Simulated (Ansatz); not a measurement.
**MnCl₂ (R-3m, No. 166)**

Method: r²SCAN+rVV10 (PAW; Ansatz, a first-principles code).

Numerical settings: plane-wave cutoff 500 eV, 12×12×12 k mesh, Fermi–Dirac smearing 0.05 eV, spin-polarised start, scalar-relativistic PAW data made under PBE.

Cell (relaxed at this level):

```cif
data_Cl6Mn3
_chemical_formula_sum 'Mn3 Cl6'
_space_group_name_H-M_alt 'R-3m :H'
_space_group_IT_number 166
_space_group_name_Hall '-R 3 2"'
_cell_length_a 3.66884
_cell_length_b 3.66884
_cell_length_c 17.44704
_cell_angle_alpha 90.000
_cell_angle_beta 90.000
_cell_angle_gamma 120.000
loop_
_atom_site_label
_atom_site_type_symbol
_atom_site_symmetry_multiplicity
_atom_site_Wyckoff_symbol
_atom_site_fract_x
_atom_site_fract_y
_atom_site_fract_z
_atom_site_occupancy
Mn1 Mn 3 a 0.00000 0.00000 0.00000 1
Cl1 Cl 6 c 0.00000 0.00000 0.25381 1
```
(The calculation used a cell of 3 atoms; values per cell refer to that cell.)

| Property | Result |
|---|---|
| band gap | 2.72 eV (on the SCF k mesh) |

Note: the magnetic order was assumed, not searched for or taken from measurement.

The computed numbers hold no vibrational or temperature effects.
